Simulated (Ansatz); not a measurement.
S vacancy in zinc-blende ZnS, relaxed from 2 sites or starts (the S site; the S site, a neighbour pushed 0.95 Å away from the vacancy); at each charge the lowest end counts.

These are PBE, PAW (plane waves to 420 eV; Ansatz, a program for electronic structure) values and carry that method's errors. Details: 64-site cell; 2×2×2 shifted k-points; host gap 2.01 eV; charged states image-corrected; not converged in cell size; flagged in the runs: for some of the defects a strain field that reaches the edge of the cell.

```csv
charge,neighbours at the lowest end (Å),"corrected energy + q E_VBM, against the first (eV)"
+2,"Zn 2.93, Zn 2.93, Zn 2.93, Zn 2.93",0.00
+1,"Zn 2.54, Zn 2.54, Zn 2.55, Zn 2.55",1.55
0,"Zn 1.89, Zn 1.89, Zn 1.90, Zn 2.78",2.33
```

Charges from +2 to −1 were run. The lines E(q) + q E_F give the stable charge, which changes above the valence-band maximum at (+2/0) at 1.17 eV. A charge is skipped: negative-U behaviour.
